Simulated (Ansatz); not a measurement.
Consider SiC in the wurtzite structure (space group P6_3mc, No. 186; a = 3.092 Å, c = 5.074 Å). Axes: x lies along a and z along c of the hexagonal cell.

Computed with Ansatz (a first-principles code), PBE, PAW, cutoff 420 eV, spin-orbit coupling left out.

For the base:

```
Item                                  Value
---------------------  --------------------
Valence-band top at Γ  0.00, 0.00, -0.11 eV
```

Now apply this change: biaxial strain −1.80 %, plane normal [001], relaxed out of plane (Cartesian); in-plane vectors clamped, the third vector and the atoms free.

Q: How does this affect the out-of-plane strain?

A: The out-of-plane strain comes out as +0.36 %.

Q: What happens to the valence-band top at Γ?

A: The valence-band top at Γ (three highest levels, from the VBM) goes from 0.00, 0.00, -0.11 eV to 0.00, 0.00, -0.34 eV.

The levels and masses belong to the bands next to the band gap. Whether these cells are dynamically stable was not tested.
